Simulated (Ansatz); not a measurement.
# A computed series for Sb: response to strain

Base system: Sb (space group R-3m, No. 166; a = 4.266 Å, c = 10.698 Å (hexagonal axes); relaxed with 0.1 eV smearing). Axes: x lies along a and z along c of the hexagonal cell.

Strains are applied to the cell and any free atomic positions relax; under biaxial strain the out-of-plane vector relaxes too.

Calculations: PBEsol-D3(BJ) (Ansatz, a program for electronic structure, PAW, scalar-relativistic without spin-orbit coupling).

Notes on the quantities. pressure: mean of the normal stresses, compression positive; energy relative to the base: free energy F.

```tsv
change	pressure	energy relative to the base	volume per atom
base	0.0 GPa	0 meV/atom	28.10 Å³
biaxial strain +1.04 %, plane normal [001], relaxed out of plane	?	?	?
uniaxial strain ε_yy = +2.14 %	-1.2 GPa	+4.0 meV/atom	28.70 Å³
tensor shear ε_xy = +0.23 %	0.0 GPa	+0.1 meV/atom	28.10 Å³
tensor shear ε_xz = +2.05 %	0.2 GPa	+7.7 meV/atom	28.08 Å³
```

Task: Complete the table.

Result: 
- biaxial strain +1.04 %, plane normal [001], relaxed out of plane, pressure: -0.6 GPa
- biaxial strain +1.04 %, plane normal [001], relaxed out of plane, energy relative to the base: +1.7 meV/atom
- biaxial strain +1.04 %, plane normal [001], relaxed out of plane, volume per atom: 28.33 Å³

Stability against distortions was not tested.
